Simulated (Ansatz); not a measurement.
Data:

```
CELL_PARAMETERS angstrom
      0.00000     2.43815     2.43815
      2.43815     0.00000     2.43815
      2.43815     2.43815     0.00000
ATOMIC_POSITIONS crystal
  Pb 0.00000 0.00000 0.00000
```

Calculation: PBEsol, DFPT electron-phonon coupling, linearised Boltzmann equation (plane waves, PAW, scalar-relativistic; Ansatz, a quantum-chemistry and plane-wave program). Condition of this run: hydrostatic pressure 2 GPa (the target of the relaxation). How the cell was made: relaxed with this functional, without spin-orbit coupling, then loaded as said.

**Question.** Predict λ, the logarithmic mean phonon energy and the superconducting Tc for μ* = 0.10 referred to 6.7 meV.

**Answer.** λ = 0.94, ħω_log = 5.9 meV, Tc 4.6 K from the anisotropic Eliashberg equations. μ* is a chosen number, and Tc is 5.1 K at 0.08 and 3.1 K at 0.16.

A metal at this level (no band gap). The phonons are harmonic. Spin-orbit coupling is left out, which matters with elements this heavy. The self-energy correction of the phonons between q points moved λ by 4 %. The run warned that the eigensolver left some states short of its tolerance. Halving the electron mesh (28x28x28) moves the coupling by up to 1 %, Tc by up to 1 %. Smearing 0.20 eV; phonons on a 5x5x5 q mesh, which this run doesn't test.
